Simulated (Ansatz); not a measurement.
Ansatz (an electronic-structure program) run on CaPbF6 (I4mm, 8 atoms in the cell): relaxation of the atoms.

Method: LDA (PW92), default PAW files made with PBE (plane waves; Ansatz).

The change in words: one atom moved by 0.15 angstrom; relax: default → atoms; relax.f_tol: default → 0.05 eV/Å. Reference geometry:
```xyz
8
Lattice="0.0000 4.3299 4.3299 4.3299 0.0000 4.3299 4.3299 4.3299 0.0000" Properties=species:S:1:pos:R:3 pbc="T T T"
Ca     4.3299     4.3299     4.3299
Pb     0.0000     0.0000     0.0000
F      4.3299     4.3299     6.5825
F      4.3299     4.3299     2.0773
F      6.5825     4.3299     4.3299
F      2.0773     4.3299     4.3299
F      4.3299     6.5825     4.3299
F      4.3299     2.0773     4.3299
```

Reference input (self-consistent single point, DFT, LDA (PW92), plane waves, default PAW files made with PBE): basis.ecutwfc = 30.9 Ry; kpoints.mp_grid.grid = 5 5 5; hamiltonian.xc = lda; hamiltonian.pseudopotentials = {kind: paw} (the program's default PAW files); scf.occupations.method = fermi_dirac; scf.occupations.width = 0.0007 Ry. This run's input differs from it in these lines:

```diff
@@ -6,3 +6,3 @@
   atoms:
-    - { symbol: Ca, position: [0.50000000, 0.50000000, 0.50000000] }
+    - { symbol: Ca, position: [0.51732100, 0.51732100, 0.48267900] }
     - { symbol: Pb, position: [0.00000000, 0.00000000, 0.00000000] }
@@ -23,2 +23,4 @@
   occupations: { method: fermi_dirac, width: 0.0007 Ry }
+relax:
+  f_tol: 0.05
 output:
```

Output (repeated stretches shortened):

```
   [... SCF lines of the steps left out ...]
relax step   1: F+E_penalty+E_count = -18141.71912696 eV  Δ(F+E_penalty+E_count) = +0.000e0 eV  max|allowed force component| = 1.128e0 eV/Å  Δτ_max = 0.0000 Å  (6 SCF iters, dr2 threshold 6.25e-5 eV, accepted)
relax step   2: F+E_penalty+E_count = -18141.77327957 eV  Δ(F+E_penalty+E_count) = -5.415e-2 eV  max|allowed force component| = 5.708e-1 eV/Å  Δτ_max = 0.0477 Å  (5 SCF iters, dr2 threshold 7.95e-5 eV, accepted)
relax step   3: F+E_penalty+E_count = -18141.79973763 eV  Δ(F+E_penalty+E_count) = -2.646e-2 eV  max|allowed force component| = 9.559e-3 eV/Å  Δτ_max = 0.0820 Å  (6 SCF iters, dr2 threshold 2.04e-5 eV, accepted)
relax step   4: F+E_penalty+E_count = -18141.79974128 eV  Δ(F+E_penalty+E_count) = -3.649e-6 eV  max|allowed force component| = 9.914e-3 eV/Å  Δτ_max = 0.0000 Å  (4 SCF iters, accepted)
the relaxation is at rest under the 8 symmetry operations that the run kept from its start: a minimum is not shown …
Stability not checked: this state was not tested for a lower state beside it, because too few of the mixer's solves of this state at the end of the SCF gave a …
Free energy (F): -18141.799741 eV
Internal energy: -18141.799741 eV  (E = F + TS)
E sigma→0 (E₀):  -18141.799741 eV
Fermi energy:    0.057430 eV
--- Forces (eV/Å), atoms counted from 1 ---
  atom   1  Ca    -0.00000000    -0.00000000    -0.00164080
  atom   2  Pb    -0.00000000     0.00000000    -0.00834588
   [... lines left out ...]
    - { symbol: F, position: [0.24149601784814267, 0.7625350654502798, 0.7585039821518574] }
    - { symbol: F, position: [0.7625350654502797, 0.24149601784814279, 0.23746493454972029] }
    - { symbol: F, position: [0.7625350654502798, 0.24149601784814267, 0.7585039821518574] }
    - { symbol: F, position: [0.24149601784814279, 0.7625350654502797, 0.23746493454972029] }
```

The run converged. 

Summary of the result:
```
Quantity                                                   Value
------------------------------------------------  --------------
Free energy E − TS (on the zero of these files)   -18141.7997 eV
Top of the valence band (on the code's own zero)        -1.74 eV
Gap on the k-point mesh                                  3.56 eV
Pressure                                               -3.19 GPa
Largest force (vector length)                         0.011 eV/Å
Relaxation steps                                               4
```

The starting cell comes from a database of computed structures (which also holds hypothetical and non-ambient phases and stackings), without a prior relaxation at this level. Its lattice was rescaled by up to half a per cent. For this run, on top of that: one atom moved by 0.15 angstrom. Spin-orbit coupling is off. The relaxation keeps the symmetry of its start, so its end need not be a minimum. Ansatz's pressure includes its estimate of the finite-basis (Pulay) stress. Without the estimate this run gives -3.80 GPa.

Cost on one core of a shared machine: roughly 40 s.

Keys are those of Ansatz 0.2.
